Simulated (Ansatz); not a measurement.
The reference is Na in the bcc (W type) structure (space group Im-3m, No. 229; a = 4.226 Å; relaxed with 0.1 eV smearing). Axes: x, y, z lie along the cube axes.

Level of theory: plane-wave PAW DFT at the r2SCAN level (Ansatz, a first-principles code, 500 eV), without spin-orbit coupling, earlier PAW set.

For the base:

- Shortest interatomic distance: 3.660 Å

Now apply this change: uniaxial stress, 0.5 GPa tension along z; all other stress components relax to zero.

### Question
What happens to the energy relative to the base and shortest interatomic distance?

### Answer
The energy increases by 4.6 meV/atom; the shortest interatomic distance falls by 0.029 Å to 3.631 Å.

Load acts through the strain it causes; cell and atoms are relaxed under it. Beyond what the load breaks, stability against distortions was not tested. Under uniaxial stress, 0.5 GPa tension along z the cell changed shape so far that it is another structure.
